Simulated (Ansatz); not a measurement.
Start from Pb in the fcc (Cu type) structure (space group Fm-3m, No. 225; a = 4.931 Å).

Calculations: PBEsol in Ansatz (plane waves to 420 eV, PAW, spin-orbit coupling left out).

Base values:

The lattice parameter a is 4.931 Å.

The change: a hydrostatic pressure of 50 GPa.

What happens to the lattice parameter a?

The lattice parameter a falls by 0.609 Å to 4.322 Å.

Load acts through the strain it causes; cell and atoms are relaxed under it. No phonon test of stability was made. Measured, Pb leaves this structure (for hcp) near 14 GPa (room temperature; as listed in arXiv:1906.07825).

Ansatz is a first-principles code.
